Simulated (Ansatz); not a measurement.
CdTe: band gap against strain

CdTe (zinc blende, F-43m, 34.150 Å³/atom at rest) under an equal strain ε in the (111) plane with the normal axis free, as in a coherent film. PBEsol in Ansatz, a plane-wave DFT program (PAW, default set), 420 eV, 9×9×9 Γ-centred mesh, Fermi-Dirac smearing 0.05 eV; ions are relaxed within the symmetry of each cell. Gaps are the smallest over the k-mesh and a band path, without spin-orbit coupling; in all rows the valence edge lies at Γ and the conduction edge at Γ.

Here s stands for strain and Eg for gap.

```
strain (%)  gap (eV)
----------  --------
0.00           0.650
0.42           0.610
0.83           0.573
1.25           0.539
2.50               ?
```

Q: Fit Eg against s with a straight line, and predict the withheld value at s = 2.50.

A: Means: s 0.62500, Eg 0.5930. About the means, the sum of products is -0.076960 and the sum of squares of s is 0.86530; the slope is their ratio. Least squares gives Eg = 0.6486 - 0.08894·s. Residuals (row less fit): 0.0014, -0.0012, -0.0018, 0.0016; standard error 0.0021 (degrees of freedom: 2). Over these rows the gap moves by -8.9 ± 0.2 eV per unit strain. At the withheld row, Eg = 0.6486 - 0.08894 × 2.50 = 0.4262 eV. The calculation gives 0.461 eV, 0.0348 eV above the prediction (18.4 % of the range of Eg in the table). The row lies outside the fitted rows, so this is an extrapolation. From the scatter of the fitted rows alone, a prediction at this place has a standard error of 0.0049 eV, so the miss is 7.1 times that.

One order more, fitted to all 7 runs of the series, follows each within 0.001, so the miss is the next term of a smooth law. Spin-orbit coupling is left out, which can shift this property for CdTe. Rows are the converged runs of the series near zero and its far end; series whose fitted rows scatter by over a few per cent of the range, as at a crossing or softening among them, aren't shown in this form. Most that stay on the fit to the last digits aren't either.
